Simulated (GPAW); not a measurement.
GPAW run on CsSbO3 (Pm-3m, 5 atoms in the cell): relaxation of cell and atoms.

Method of the run: PBEsol, GPAW PAW datasets PBEsol (made by gpaw-setup) (plane waves; GPAW 25.7.0).

```
CELL_PARAMETERS angstrom
      4.21598     0.00000     0.00000
      0.00000     4.21598     0.00000
      0.00000     0.00000     4.21598
ATOMIC_POSITIONS crystal
  Cs 0.00000 0.00000 0.00000
  Sb 0.50000 0.50000 0.50000
  O  0.50000 0.50000 0.00000
  O  0.00000 0.50000 0.50000
  O  0.50000 0.00000 0.50000
```

Reference input (self-consistent single point, DFT PBEsol, plane waves, GPAW PAW datasets PBEsol (made by gpaw-setup)): mode = pw; ecut = 900 eV; xc = PBEsol; kpts = 8 8 8; mesh shift (steps) = 0 0 0; occupations.name = fermi-dirac; occupations.width = 0.1 eV; nbands = -11; symmetry.symmorphic = false; symmetry.tolerance = 0.0005; maxiter = 120. This run's input differs from it in these lines:

```diff
@@ -1,2 +1,4 @@
 from ase import Atoms
+from ase.filters import FrechetCellFilter
+from ase.optimize import BFGS
 from ase.units import GPa
@@ -20,2 +22,3 @@
             nbands=-11,
+            convergence={'density': 1e-05},
             symmetry={'symmorphic': False, 'tolerance': 0.0005},
@@ -25,2 +28,10 @@
 atoms.calc = calc
+
+target = FrechetCellFilter(atoms)
+
+opt = BFGS(target, logfile='-')
+converged = opt.run(fmax=0.03, steps=40)
+print('Relaxation converged:', converged)
+print('Cell:', atoms.cell.cellpar().round(4))
+print(atoms.get_scaled_positions().round(5))
```

Output, abridged:

```
     iter     time        total  log10-change:
                         energy   eigst   dens
iter:   1 --:--:--   -32.444256
iter:   2 --:--:--   -31.472092   -0.44  -0.97
iter:   3 --:--:--   -28.936390   -0.89  -1.04
iter:   4 --:--:--   -29.058898   -1.04  -1.34
iter:   5 --:--:--   -28.601422   -1.67  -1.50
iter:   6 --:--:--   -28.600967   -3.34  -1.98
iter:   7 --:--:--   -28.603599c  -3.82  -2.06
iter:   8 --:--:--   -28.600304c  -3.34  -2.14
iter:   9 --:--:--   -28.599815c  -4.56  -2.58
iter:  10 --:--:--   -28.599038c  -4.46  -2.86
iter:  11 --:--:--   -28.599138c  -5.47  -3.23
iter:  12 --:--:--   -28.599214c  -5.80  -3.56
iter:  13 --:--:--   -28.599192c  -7.34  -3.72
iter:  14 --:--:--   -28.599170c  -6.60  -3.82
iter:  15 --:--:--   -28.599188c  -7.55c -4.00
iter:  16 --:--:--   -28.599178c  -7.64c -4.18
iter:  17 --:--:--   -28.599221c  -6.97  -4.26
iter:  18 --:--:--   -28.599221c  -7.67c -4.35
iter:  19 --:--:--   -28.599218c  -8.14c -4.52
iter:  20 --:--:--   -28.599221c  -8.92c -4.76
iter:  21 --:--:--   -28.599224c  -8.59c -4.78
iter:  22 --:--:--   -28.599223c  -9.85c -4.87
iter:  23 --:--:--   -28.599224c  -9.71c -4.91
iter:  24 --:--:--   -28.599228c  -8.78c -4.98
iter:  25 --:--:--   -28.599225c  -9.18c -5.12c
Converged after 25 iterations.

Dipole moment: (0.000000, 0.000000, -0.000000) |e|*Ang

Energy contributions relative to reference atoms: (reference = -394021.753724)

Kinetic:        +21.402672
Potential:      -17.918746
External:        +0.000000
XC:             -32.471968
Entropy (-ST):   -0.056377
Local:           +0.417006
SIC:             +0.000000
--------------------------
Free energy:    -28.627413
Extrapolated:   -28.599225

Showing only first 2 kpts
 Kpt  Band  Eigenvalues  Occupancy
  0    19      5.94412    1.83306
  0    20      5.94412    1.83306
  0    21      5.94412    1.83306
  0    22     13.10788    0.00000

  1    19      5.88142    1.90721
  1    20      5.88142    1.90721
  1    21      5.89771    1.89169
  1    22     13.31706    0.00000

Fermi level: 6.18373

No gap
   [... lines left out ...]
Occupation numbers: Fermi-Dirac:
Atomic positions and initial magnetic moments
Free energy:    -28.642858
Fermi level: 6.25127
No gap
Occupation numbers: Fermi-Dirac:
Atomic positions and initial magnetic moments
Free energy:    -28.725084
Fermi level: 7.13812
No gap
   [... lines left out ...]
  2 O     0.00000    0.00000   -0.00000
  3 O     0.00000   -0.00000    0.00000
  4 O    -0.00000    0.00000    0.00000

BFGS:    3 --:--:--      -28.727391        0.011438
Relaxation converged: True
Cell: [ 4.13  4.13  4.13 90.   90.   90.  ]
[[0.  0.  0. ]
 [0.5 0.5 0.5]
 [0.5 0.5 0. ]
 [0.  0.5 0.5]
 [0.5 0.  0.5]]
Energy (eV): -28.705535
Stress (GPa, Voigt): [ 0.1301  0.1301  0.1301  0.      0.     -0.    ]
```

The run converged. GPAW prints stress with tension positive. 

Summary of the result:
| Property | Value |
|---|---|
| Free energy E − TS (from the program's reference atoms) | -28.7274 eV |
| Fermi level (on the code's own zero) | 7.00 eV |
| Final cell | a = b = c = 4.1300 Å, α = β = γ = 90.00° |
| Final volume per atom | 14.09 Å³ |
| Relaxation steps | 3 |

At such cutoffs GPAW's stress carries a finite-basis (Pulay) error, which enters relaxed cells too; its log prints stress with tension positive.

The starting cell comes from a database of computed structures (which also holds hypothetical and non-ambient phases and stackings), without a prior relaxation at this level. Its lattice was rescaled by a random factor within 2.5 % of one. The relaxation keeps the symmetry of its start, so its end need not be a minimum. The run gives no clean gap (levels at the Fermi energy touch, overlap or are partly filled at this smearing), which alone does not show that the compound is a metal.

Cost on one core of a shared machine: roughly 4 min.
